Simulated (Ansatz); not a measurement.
Consider SiC in the wurtzite structure (space group P6_3mc, No. 186; a = 3.076 Å, c = 5.048 Å). Axes: x lies along a and z along c of the hexagonal cell.

Computed with PBEsol (Ansatz, a first-principles code; PAW; 420 eV plane waves; scalar-relativistic without spin-orbit coupling).

Strains are applied to the cell and any free atomic positions relax.

One change was made to it. Results:

```tsv
quantity	base	after
gap character	indirect, Γ → K	indirect, Γ → K
smallest direct gap	3.86 eV	3.67 eV
valence-band top at Γ (three highest levels, from the VBM)	0.00, 0.00, -0.11 eV	0.00, -0.20, -0.20 eV
```

Which of these changes matches the shifts?
A) uniaxial strain ε_zz = −1.80 %
B) uniaxial strain ε_zz = −0.60 %
C) uniaxial strain ε_zz = −3.00 %

C, uniaxial strain ε_zz = −3.00 %. For comparison, the valence-band top at Γ in the other runs: uniaxial strain ε_zz = −0.60 % gives 0.00, 0.00, -0.05 eV; uniaxial strain ε_zz = −1.80 % gives 0.00, -0.07, -0.07 eV.

No phonon test of stability was made.
